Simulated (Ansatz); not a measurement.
The reference is GaN in the wurtzite structure (space group P6_3mc, No. 186; a = 3.2186 Å, c = 5.2435 Å). Axes: x lies along a and z along c of the hexagonal cell.

The values are results of DFT with PBE, PAW potentials and a 420 eV plane-wave cutoff in Ansatz (a program for electronic structure), no spin-orbit coupling, earlier PAW set, not measurements.

The change: tensile biaxial strain of 0.79 % in the plane normal to [001], as in epitaxy on a mismatched substrate; the out-of-plane cell vector and the atoms relax.

**Question.** What happens to the in-plane stress and out-of-plane strain?

**Answer.** The mean in-plane stress (compression positive) is -3.1 GPa; the out-of-plane strain amounts to -0.35 %.

Stability against distortions was not tested.
